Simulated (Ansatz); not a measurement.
A computed series for MoS2: response to strain

Start from MoS2 (space group P6_3/mmc, No. 194; layered, stacked along the Cartesian z axis).

```
CELL_PARAMETERS angstrom
      3.10900     0.00000     0.00000
     -1.55450     2.69247     0.00000
      0.00000     0.00000    11.70898
ATOMIC_POSITIONS crystal
  Mo 0.66667 0.33333 0.25000
  Mo 0.33333 0.66667 0.75000
  S  0.66667 0.33333 0.88351
  S  0.33333 0.66667 0.38351
  S  0.33333 0.66667 0.11649
  S  0.66667 0.33333 0.61649
```

Cartesian axes are those of the cell as printed.

Strains are applied to the cell and any free atomic positions relax.

Computed with Ansatz (a program for electronic structure), PBEsol-D3(BJ), PAW, cutoff 420 eV, scalar-relativistic without spin-orbit coupling.

Notes on the quantities. pressure: mean of the normal stresses, compression positive; energy relative to the base: free energy F.

```json
[
 {"variant": "base", "shortest interatomic distance": "4.498 bohr", "pressure": "0.00 GPa", "largest internal atomic displacement": "–", "gap character": "–", "energy relative to the base": "0 meV/atom"},
 {"variant": "tensor shear ε_xz = +1.33 %", "shortest interatomic distance": "4.494 bohr", "pressure": "0.08 GPa", "largest internal atomic displacement": "0.039 Å", "gap character": "indirect, Γ → k = (1/3, -0.167, 0) in the run's primitive reciprocal basis", "energy relative to the base": "+1.2 meV/atom"},
 {"variant": "tensor shear ε_xz = +2.00 %", "shortest interatomic distance": "4.491 bohr", "pressure": "0.17 GPa", "largest internal atomic displacement": "0.062 Å", "gap character": "indirect, Γ → k = (1/3, -0.167, 0) in the run's primitive reciprocal basis", "energy relative to the base": "+2.6 meV/atom"},
 {"variant": "tensor shear ε_xz = +0.67 %", "shortest interatomic distance": "4.496 bohr", "pressure": "0.02 GPa", "largest internal atomic displacement": "0.019 Å", "gap character": "indirect, Γ → k = (0.167, 0.167, 0) in the run's primitive reciprocal basis", "energy relative to the base": "+0.3 meV/atom"},
 {"variant": "tensor shear ε_xz = +1.00 %", "shortest interatomic distance": "4.495 bohr", "pressure": "0.03 GPa", "largest internal atomic displacement": "0.029 Å", "gap character": "indirect, Γ → k = (1/3, -0.167, 0) in the run's primitive reciprocal basis", "energy relative to the base": "+0.7 meV/atom"},
 {"variant": "tensor shear ε_xz = +0.33 %", "shortest interatomic distance": "4.497 bohr", "pressure": "0.00 GPa", "largest internal atomic displacement": "–", "gap character": "indirect, Γ → k = (0.167, 0.167, 0) in the run's primitive reciprocal basis", "energy relative to the base": "+0.1 meV/atom"},
 {"variant": "tensor shear ε_xz = +1.67 %", "shortest interatomic distance": "4.492 bohr", "pressure": "0.12 GPa", "largest internal atomic displacement": "0.050 Å", "gap character": "indirect, Γ → k = (1/3, -0.167, 0) in the run's primitive reciprocal basis", "energy relative to the base": "+1.9 meV/atom"}
]
```

Whether these cells are dynamically stable was not tested. Labels are those of the standard path for the cell's own space group.
